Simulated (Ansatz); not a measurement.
A relaxation of cell and atoms of ScCd (Pm-3m, 2 atoms in the cell) with Ansatz (a first-principles code).

Level of theory: PBEsol, default PAW files made with PBE (plane waves; Ansatz).

The change in words: atoms on their sites; basis.ecutwfc: 30.9 Ry → 61.7 Ry; relax: default → cell and atoms. Reference geometry:
```
CELL_PARAMETERS angstrom
      3.54389     0.00000     0.00000
      0.00000     3.54389     0.00000
      0.00000     0.00000     3.54389
ATOMIC_POSITIONS crystal
  Sc 0.50000 0.50000 0.51411
  Cd 0.00000 0.00000 0.00000
```

Reference input (self-consistent single point, DFT, PBEsol, plane waves, default PAW files made with PBE): basis.ecutwfc = 30.9 Ry; kpoints.mp_grid.grid = 9 9 9; hamiltonian.xc = pbesol; hamiltonian.pseudopotentials = {kind: paw} (the program's default PAW files); scf.occupations.method = gaussian; scf.occupations.width = 0.0073 Ry. This run's input differs from it in these lines:

Ansatz 0.2 input:
```diff
@@ -7,6 +7,6 @@
   atoms:
-    - { symbol: Sc, position: [0.500000, 0.500000, 0.514109] }
+    - { symbol: Sc, position: [0.500000, 0.500000, 0.500000] }
     - { symbol: Cd, position: [0.000000, 0.000000, 0.000000] }
 basis:
-  ecutwfc: 30.9 Ry
+  ecutwfc: 61.7 Ry
 kpoints:
@@ -18,2 +18,4 @@
   occupations: { method: gaussian, width: 0.0073 Ry }
+relax:
+  cell: {}
 output:
```

Log, with long lists cut:

```
   [... SCF lines of the steps left out ...]
relax step   1: F+E_penalty+E_count = -10296.07441359 eV  Δ(F+E_penalty+E_count) = +0.000e0 eV  max|allowed force component| = 3.287e-30 eV/Å  Δτ_max = 0.0000 Å  P = -3.378 GPa  Ω = 44.508 Å³  (6 SCF iters, dr2 threshold 1.00e-7 eV, accepted)
relax step   2: F+E_penalty+E_count = -10296.09130185 eV  Δ(F+E_penalty+E_count) = -1.689e-2 eV  max|allowed force component| = 7.874e-30 eV/Å  Δτ_max = 0.0000 Å  P = +2.111 GPa  Ω = 41.246 Å³  energy of the carried Pulay correction = +5.666e-5 eV  [...]
   [... lines left out ...]
relax step   4: F+E_penalty+E_count = -10296.09834184 eV  Δ(F+E_penalty+E_count) = -5.575e-5 eV  max|allowed force component| = 5.128e-30 eV/Å  Δτ_max = 0.0000 Å  P = -0.008 GPa  Ω = 42.348 Å³  energy of the carried Pulay correction = +3.671e-5 eV  [...]
relax step   5: F+E_penalty+E_count = -10296.09830810 eV  Δ(F+E_penalty+E_count) = +3.374e-5 eV  max|allowed force component| = 6.442e-30 eV/Å  Δτ_max = 0.0000 Å  P = -0.008 GPa  Ω = 42.348 Å³  stress off target by 8.40e-3 GPa  SCF on the basis [...]
basis re-selected at this cell: Δ(F+E_penalty+E_count) = +3.374e-5 eV, ΔP = -0.001 GPa vs the last step
the relaxation is at rest under the 48 symmetry operations that the run kept from its start: a minimum is not shown …
Stability not checked: this state was not tested for a lower state beside it, because too few of the mixer's solves of this state at the end of the SCF gave a …
Free energy (F): -10296.098308 eV
Internal energy: -10296.088882 eV  (E = F + TS)
   [... lines left out ...]
Fermi energy:    12.945706 eV
   [... lines left out ...]
to start a new deck from the relaxed geometry:
  cell:  # Å, volume = 42.3477 Å³
    - [3.485591472671721, 4.49383653690355e-34, 6.419766481290786e-34]
    - [4.49383653690355e-34, 3.485591472671721, 0.0]
    - [6.419766481290786e-34, 0.0, 3.485591472671721]
  atoms:
    - { symbol: Sc, position: [0.5, 0.5, 0.5] }
    - { symbol: Cd, position: [8.378197855395722e-35, -1.1321888993752328e-36, 2.2643777987587037e-36] }
```

The run converged. 

Summary of the result:
- Free energy E − TS (on the zero of these files) = -10296.0983 eV
- Fermi level (on the code's own zero) = 12.95 eV
- Pressure = -0.01 GPa
- Final cell = a = b = c = 3.486 Å, α = β = γ = 90.00°
- Final volume per atom = 21.17 Å³
- Relaxation steps = 5

The starting cell comes from a database of computed structures (which also holds hypothetical and non-ambient phases and stackings), without a prior relaxation at this level. Its lattice was rescaled by up to half a per cent. The relaxation keeps the symmetry of its start, so its end need not be a minimum. Ansatz's pressure includes its estimate of the finite-basis (Pulay) stress.

Cost on one core of a shared machine: roughly 30 s.
